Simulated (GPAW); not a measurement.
# Worked example: self-consistent single point of HfRu3 (Pm-3m, 4 atoms in the cell) in GPAW

Level of theory: PBEsol, GPAW PAW datasets PBEsol (made by gpaw-setup) (plane waves; GPAW).

Input:

```python
from ase import Atoms
from ase.units import GPa
from gpaw import GPAW, PW

atoms = Atoms(['Hf', 'Ru', 'Ru', 'Ru'],
              cell=[[3.955770, 0.000000, 0.000000],
                    [0.000000, 3.955770, 0.000000],
                    [0.000000, 0.000000, 3.955770]],
              scaled_positions=[[0.000000, 0.000000, 0.000000],
                                [0.500000, 0.500000, 0.000000],
                                [0.000000, 0.500000, 0.500000],
                                [0.500000, 0.000000, 0.500000]],
              pbc=True)

calc = GPAW(mode=PW(600),
            xc='PBEsol',
            kpts=(9, 9, 9),
            occupations={'name': 'methfessel-paxton', 'width': 0.1, 'order': 0},
            nbands=-10,
            symmetry={'symmorphic': False, 'tolerance': 0.0005},
            maxiter=100,
            txt='-')

atoms.calc = calc

energy = atoms.get_potential_energy()
print('Energy (eV):', round(energy, 6))
forces = atoms.get_forces()
print('Forces (eV/Ang):')
print(forces.round(5))
stress = atoms.get_stress()
print('Stress (GPa, Voigt):', (stress / GPa).round(4))
```

Output (repeated stretches shortened):

```
Input parameters:
  kpts: [9 9 9]
  maxiter: 100
  mode: {ecut: 600.0,
         name: pw}
  nbands: -10
  occupations: {name: methfessel-paxton,
                order: 0,
                width: 0.1}
  symmetry: {symmorphic: False,
             tolerance: 0.0005}
  xc: PBEsol

species:
  Hf:
    name: Hafnium
    Z: 72.0
    valence: 12
    core: 60
    charge: 0.0
    file: Hf.PBEsol.gz

    # Using partial waves for Hf as LCAO basis

  Ru:
    name: Ruthenium
    Z: 44.0
    valence: 16
    core: 28
    charge: 0.0
    file: Ru.PBEsol.gz

    # Using partial waves for Ru as LCAO basis

Reference energy: -779308.491555  # eV

Spin-paired calculation

Convergence criteria:
 Maximum [total energy] change in last 3 cyles: 0.0005 eV / valence electron
 Maximum integral of absolute [dens]ity change: 0.0001 electrons / valence electron
 Maximum integral of absolute [eigenst]ate change: 4e-08 eV^2 / valence electron
 Maximum number of scf [iter]ations: 100

Symmetries present (total): 48
Symmetries with fractional translations: 0
729 k-points: 9 x 9 x 9 Monkhorst-Pack grid
35 k-points in the irreducible part of the Brillouin zone
       k-points in crystal coordinates                weights
   0:     0.00000000    0.00000000    0.00000000          1/729
   1:     0.11111111    0.00000000    0.00000000          6/729
   2:     0.11111111    0.11111111    0.00000000         12/729
   [... 7 lines left out ...]
          ...
  34:     0.44444444    0.44444444    0.44444444          8/729

Wave functions: Plane wave expansion
  Cutoff energy: 600.000 eV
  Number of coefficients (min, max): 2040, 2103
  Pulay-stress correction: 0.000000 eV/Ang^3 (de/decut=0.000000)

Occupation numbers: Methfessel-Paxton:
  width: 0.1000  # eV
  order: 0

Eigensolver

Densities:
  Coarse grid: 24*24*24 grid
  Fine grid: 48*48*48 grid
  Total Charge: 0.000000

Density mixing:
  Method: separate
  Backend: pulay
  Linear mixing parameter: 0.05
  old densities: 5
  Damping of long wavelength oscillations: 50

Hamiltonian:
  XC and Coulomb potentials evaluated on a 48*48*48 grid
  External potential:
    NoExternalPotential

XC parameters: PBEsol with 2 nearest neighbor stencil

Number of atoms: 4
Number of atomic orbitals: 52
Number of bands in calculation: 40
Number of valence electrons: 60
Bands to converge: occupied

Density initialized from atomic densities
  40 bands from LCAO basis set

Atomic positions and initial magnetic moments

Positions:
   0 Hf     0.000000    0.000000    0.000000    ( 0.0000,  0.0000,  0.0000)
   1 Ru     1.977885    1.977885    0.000000    ( 0.0000,  0.0000,  0.0000)
   2 Ru     0.000000    1.977885    1.977885    ( 0.0000,  0.0000,  0.0000)
   3 Ru     1.977885    0.000000    1.977885    ( 0.0000,  0.0000,  0.0000)

Unit cell:
           periodic     x           y           z      points  spacing
  1. axis:    yes    3.955770    0.000000    0.000000    24     0.1648
  2. axis:    yes    0.000000    3.955770    0.000000    24     0.1648
  3. axis:    yes    0.000000    0.000000    3.955770    24     0.1648

  Lengths:   3.955770   3.955770   3.955770
  Angles:   90.000000  90.000000  90.000000

Effective grid spacing dv^(1/3) = 0.1648

     iter     time        total  log10-change:
                         energy   eigst   dens
iter:   1 --:--:--   -42.990789
iter:   2 --:--:--   -41.985773   -1.40  -1.24
iter:   3 --:--:--   -40.272228   -1.11  -1.30
iter:   4 --:--:--   -40.192692   -2.46  -1.57
iter:   5 --:--:--   -39.920562   -1.34  -1.59
iter:   6 --:--:--   -40.309233   -1.69  -2.14
iter:   7 --:--:--   -39.983236   -1.35  -1.73
iter:   8 --:--:--   -39.849472   -2.73  -1.99
iter:   9 --:--:--   -39.860325   -2.62  -2.60
iter:  10 --:--:--   -39.843543c  -3.41  -2.49
iter:  11 --:--:--   -39.842468c  -3.82  -3.01
iter:  12 --:--:--   -39.842557c  -5.35  -3.81
iter:  13 --:--:--   -39.842477c  -5.52  -3.52
iter:  14 --:--:--   -39.842472c  -5.70  -4.03c
iter:  15 --:--:--   -39.842470c  -7.34  -4.46c
iter:  16 --:--:--   -39.842471c  -7.38  -4.72c
iter:  17 --:--:--   -39.842470c  -7.32  -4.63c
iter:  18 --:--:--   -39.842470c  -8.91c -5.42c

Converged after 18 iterations.

Dipole moment: (-0.000000, -0.000000, -0.000000) |e|*Ang

Energy contributions relative to reference atoms: (reference = -779308.491555)

Kinetic:        -12.337958
Potential:       +1.049964
External:        +0.000000
XC:             -27.544794
Entropy (-ST):   -0.025483
Local:           -0.996941
SIC:             +0.000000
--------------------------
Free energy:    -39.855211
Extrapolated:   -39.842470

Showing only first 2 kpts
 Kpt  Band  Eigenvalues  Occupancy
  0    28     13.39873    0.00000
  0    29     13.87745    0.00000
  0    30     13.87745    0.00000
  0    31     13.87745    0.00000

  1    28     13.25690    0.00000
  1    29     13.26148    0.00000
  1    30     13.26148    0.00000
  1    31     13.87791    0.00000

Fermi level: 11.71741

No gap
No difference between direct/indirect transitions
Energy (eV): -39.84247

Forces in eV/Ang:
  0 Hf    0.00000    0.00000    0.00000
  1 Ru    0.00000    0.00000    0.00000
  2 Ru    0.00000    0.00000    0.00000
  3 Ru   -0.00000    0.00000    0.00000

Stress tensor:
     0.060301     0.000000     0.000000
     0.000000     0.060301     0.000000
     0.000000     0.000000     0.060301
Stress (GPa, Voigt): [9.6612 9.6612 9.6612 0.     0.     0.    ]
```

The run converged in 18 iterations. GPAW prints stress with tension positive.

The starting cell comes from a database of computed structures (which also holds hypothetical and non-ambient phases and stackings), without a prior relaxation at this level. Spin-orbit coupling is off. Spin polarisation is off. With a pressure of about -10 GPa the cell is away from its equilibrium volume at this level.

Cost on one core of a shared machine: roughly 60 s.
